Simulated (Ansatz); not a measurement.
Consider the formation energy of LiCl (rock salt, Fm-3m) from the elements. Reaction: Li (bcc) + 1/2 Cl2 (gas) → LiCl (rock salt). A negative value means that the right-hand side lies lower. The value is per atom of the solid.

Li (bcc, Im-3m), 1 atom in the cell, k-point mesh 24×24×24 on the run's own vectors. Conventional cell: a = b = c = 3.439 Å, α = β = γ = 90.00°.

LiCl (rock salt, Fm-3m), 2 atoms in the cell, k-point mesh 12×12×12 on the run's own vectors.
Space group Fm-3m (No. 225); a = 5.149 Å, b = 5.149 Å, c = 5.149 Å, α = 90.00°, β = 90.00°, γ = 90.00°

| atom | site | symmetry | x | y | z |
|---|---|---|---|---|---|
| Li | 4a | m-3m | 0.0000 | 0.0000 | 0.0000 |
| Cl | 4b | m-3m | 0.5000 | 0.5000 | 0.5000 |
(The calculation used a cell of 2 atoms; values per cell refer to that cell.)

An isolated Cl2 molecule (singlet) in a box of 11 × 11 × 14 Å.

Plane-wave PAW calculations with Ansatz (a quantum-chemistry and plane-wave program), its default PAW set, cutoff 420 eV, 500 eV for r2SCAN. The structures are at rest with PBE; other levels are single points on them, but for the rows marked own geometry. HSE06 runs on coarser k-point meshes, mended by the PBE difference between the two meshes. Some cells are metallic or hold partly filled levels, where a hybrid on a coarse mesh is less sure. Neutral cells; Fermi-Dirac smearing of at most 0.10 eV in the solids, energies taken to zero width. The lattices are those relaxed with PBE, so at other levels the solids can be strained, which adds to the spread. A dispersion term (D3(BJ), or D4 for r2SCAN) was computed beside these levels and is taken off wherever the name lacks it. No zero-point or thermal terms.

Q: Estimate the value that r2SCAN returns for this input.

A: -2.07 eV/atom, for Li (bcc) + 1/2 Cl2 (gas) → LiCl (rock salt).

Q: What do the other levels give, and how wide is the spread?

A: 
```
Functional             value (eV/atom)  less r2SCAN
---------------------  ---------------  -----------
PBE+D3(BJ)                       -1.98         0.09
r2SCAN+D4                        -2.11        -0.04
HSE06+D3(BJ)                     -2.08        -0.01
r2SCAN (own geometry)            -2.07         0.00
```

The levels span 0.13 eV/atom, from r2SCAN+D4 (-2.11) to PBE+D3(BJ) (-1.98).
